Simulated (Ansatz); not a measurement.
The structure below was relaxed with LDA (Ansatz, an electronic-structure program), no SOC, at pressure −2 GPa.

```xyz
5
Lattice="3.9482 0.0000 0.0000 0.0000 3.9482 0.0000 0.0000 0.0000 3.9482" Properties=species:S:1:pos:R:3 pbc="T T T"
Ba     0.0000     0.0000     0.0000
Ti     1.9741     1.9741     1.9741
O      1.9741     0.0000     1.9741
O      0.0000     1.9741     1.9741
O      1.9741     1.9741     0.0000
```

Question: Find the space group and the Wyckoff positions.

Answer: Space group Pm-3m (No. 221); a = b = c = 3.948 Å, α = β = γ = 90.00°

```
atom  site  symmetry       x       y       z
----  ----  --------  ------  ------  ------
Ba      1a      m-3m  0.0000  0.0000  0.0000
Ti      1b      m-3m  0.5000  0.5000  0.5000
O       3c    4/mm.m  0.0000  0.5000  0.5000
```

Question: Describe the coordination.

Answer: The crystal has 5 atoms in its conventional cell. Lattice parameters: a = b = c = 3.948 Å, α = β = γ = 90.00°. Ba has 12 O at 2.792 Å (cuboctahedral). Ti is surrounded by 6 O at 1.974 Å (octahedral). O is coordinated by 2 Ti at 1.974 Å and 4 Ba at 2.792 Å (octahedral). (Neighbours: up to the widest gap in distance over summed covalent radii, below 1.35, at either atom; cation-cation and far metal-metal contacts left out.)

Load acts through the strain it causes; cell and atoms are relaxed under it. No phonon test of stability was made. The final runs are not spin-polarised. The cell was made from BaTiO$_{3}$ in the cubic perovskite structure (space group Pm-3m, No. 221) by this change: pressure −2 GPa. Many cubic perovskites are stable only at high temperature; tilts and polar distortions were not tested. This is not the structure that BaTiO3 has at room temperature and ambient pressure.
